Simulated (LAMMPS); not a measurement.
Simulation of a melt of Cu (fcc) with 75 % of Cu sites Ta, 864 atoms, cooled from 3930 K to 300 K at 1e+14 K/s, at zero pressure.

Method: classical MD, pair style eam/alloy, file CuTa.eam.alloy (LAMMPS).

Give number structure factor against q (1/Å) as the simulation yields it.

State found: glass.
| q (1/Å) | number structure factor |
|---|---|
| 0.7100 | 0.001 |
| 0.9100 | 0.009 |
| 1.110 | 0.032 |
| 1.310 | 0.004 |
| 1.510 | 0.007 |
| 1.710 | 0.051 |
| 1.910 | 0.025 |
| 2.110 | 0.102 |
| 2.310 | 0.714 |
| 2.510 | 1.79 |
| 2.710 | 2.50 |
| 2.910 | 2.24 |
| 3.110 | 1.38 |
| 3.310 | 0.692 |
| 3.510 | 0.461 |
| 3.710 | 0.459 |
| 3.910 | 0.513 |
| 4.110 | 0.661 |
| 4.310 | 0.913 |
| 4.510 | 1.15 |
| 4.710 | 1.26 |
| 4.910 | 1.25 |
| 5.110 | 1.20 |
| 5.310 | 1.16 |
| 5.510 | 1.11 |
| 5.710 | 0.998 |
| 5.910 | 0.877 |
| 6.110 | 0.809 |
| 6.310 | 0.807 |
| 6.510 | 0.853 |
| 6.710 | 0.931 |
| 6.910 | 1.03 |
| 7.110 | 1.11 |
| 7.310 | 1.15 |
| 7.510 | 1.14 |
| 7.710 | 1.08 |
| 7.910 | 1.02 |
| 8.110 | 0.966 |
| 8.310 | 0.926 |
| 8.510 | 0.903 |
| 8.710 | 0.904 |
| 8.910 | 0.935 |
| 9.110 | 0.986 |
| 9.310 | 1.04 |
| 9.510 | 1.07 |
| 9.710 | 1.08 |
| 9.910 | 1.06 |
| 10.11 | 1.03 |
| 10.31 | 0.998 |
| 10.51 | 0.968 |
| 10.71 | 0.950 |
| 10.91 | 0.948 |
| 11.11 | 0.962 |
| 11.31 | 0.984 |
| 11.51 | 1.01 |
| 11.71 | 1.03 |
| 11.91 | 1.04 |
